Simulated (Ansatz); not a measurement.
Take SiC (space group P6_3mc, No. 186; a = 3.0585 Å, c = 10.0120 Å) as the base. Axes: x lies along a and z along c of the hexagonal cell.

Perturbation: uniaxial strain ε_xx = +0.75 %, all other strain components held at zero; the atoms relax in the strained cell.

Method: Ansatz (a quantum-chemistry and plane-wave program), LDA, PAW, cutoff 420 eV, no spin-orbit coupling.

Question: Give the band edges at the high-symmetry points of the new zone, measured from its valence-band maximum.

Answer: 
| point | valence edge (eV) | conduction edge (eV) |
|---|---|---|
| Γ | 0.00 | 5.06 |
| Y | -1.21 | 2.14 |
| C₀ | -1.68 | 3.88 |
| Σ₀ | -1.68 | 3.88 |
| Z | -0.21 | 5.27 |
| A₀ | -2.48 | 3.16 |
| E₀ | -2.48 | 3.16 |
| T | -1.65 | 2.49 |
| S | -1.12 | 2.19 |
| R | -1.56 | 2.59 |

The gap is 2.14 eV, indirect, Γ → Y.

No phonon test of stability was made. k-point labels follow each cell's own Brillouin zone.
